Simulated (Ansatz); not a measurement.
Take SiC in the wurtzite structure (space group P6_3mc, No. 186; a = 3.076 Å, c = 5.048 Å) as the base.

Computed with Ansatz (an electronic-structure program), PBEsol, PAW, cutoff 420 eV, without spin-orbit coupling.

Before the change:

Smallest direct gap: 3.86 eV
Electron mass: 0.26 mₑ along c, 0.43 mₑ across (at K)

It is then changed as follows: an isotropic linear strain of +1.12 %, atoms relaxed at fixed cell.

What does the calculation give for the smallest direct gap after the change?

The smallest direct gap decreases by 0.07 eV to 3.79 eV.

Predict the new electron mass.

The electron mass changes from 0.26 mₑ along c, 0.43 mₑ across (at K) to 0.26 mₑ along c, 0.44 mₑ across (at K).

How does this affect the energy relative to the base?

The energy grows by 7.8 meV/atom.

Effective masses come from finite differences of ±0.01 Å⁻¹. Whether these cells are dynamically stable was not tested.
